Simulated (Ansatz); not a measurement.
Start from SiC (space group P6_3mc, No. 186; a = 3.0950 Å, c = 15.1865 Å). Axes: x lies along a and z along c of the hexagonal cell.

Structures relaxed with PBE, PAW, 420 eV (Ansatz, a program for electronic structure; no spin-orbit coupling), earlier PAW set.

Base:

Simulated powder pattern, Cu Kα1, λ = 1.54056 Å (kinematic, ideal powder, no thermal factors, no anomalous dispersion; the 14 strongest lines at most, above 2 %, up to 2θ = 90°):

```
2θ (°)  I/Imax (%)       hkl
------  ----------  --------
33.93           56     (101)
35.44           67     (006)
35.49          100     (102)
37.95           60     (103)
41.19           24     (104)
54.36           12     (107)
59.63           31     (108)
59.70           62     (110)
65.29           28     (109)
71.32           12  (1 0 10)
71.38           47     (116)
71.41           12     (202)
72.96          9.4     (203)
89.43           10     (208)
```

The change: biaxial strain −0.78 %, plane normal [001], relaxed out of plane (Cartesian); in-plane vectors clamped, the third vector and the atoms free.

Q: Predict the new powder pattern.

A: 
Simulated powder pattern, Cu Kα1, λ = 1.54056 Å (kinematic, ideal powder, no thermal factors, no anomalous dispersion; the 14 strongest lines at most, above 2 %, up to 2θ = 90°):

| 2θ (°) | I/Imax (%) | hkl |
|---|---|---|
| 34.20 | 56 | (101) |
| 35.38 | 68 | (006) |
| 35.74 | 100 | (102) |
| 38.18 | 60 | (103) |
| 41.40 | 24 | (104) |
| 54.49 | 12 | (107) |
| 59.74 | 31 | (108) |
| 60.22 | 61 | (110) |
| 65.37 | 28 | (109) |
| 71.38 | 12 | (1 0 10) |
| 71.82 | 47 | (116) |
| 72.04 | 12 | (202) |
| 73.58 | 9.4 | (203) |
| 89.97 | 10 | (208) |

The indices refer to the base's conventional cell; one index is shown for lines that coincide.

Whether these cells are dynamically stable was not tested.
